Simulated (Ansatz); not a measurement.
# Hf3Si (model structure, started from the D03 type, Fm-3m, No. 225, 4 atoms in the cell): equilibrium lattice constant a by level of theory

No measured value is used here.

```csv
level (code),value (Å)
PBE (Ansatz),…
PBEsol (Ansatz),6.679
PBE-D3(BJ) (Ansatz),6.692
```

Complete the blanks.


- PBE (Ansatz, a program for electronic structure), value (Å): 6.771

Density-functional levels without +SOC have no spin–orbit coupling. Ansatz's density-functional and Hartree–Fock values are scalar-relativistic unless marked +SOC, with PAW data made under PBE.

A model structure was made by putting elements into a prototype or built by hand; it is no filed structure, need not be a known phase, and can be a saddle point held by its symmetry.
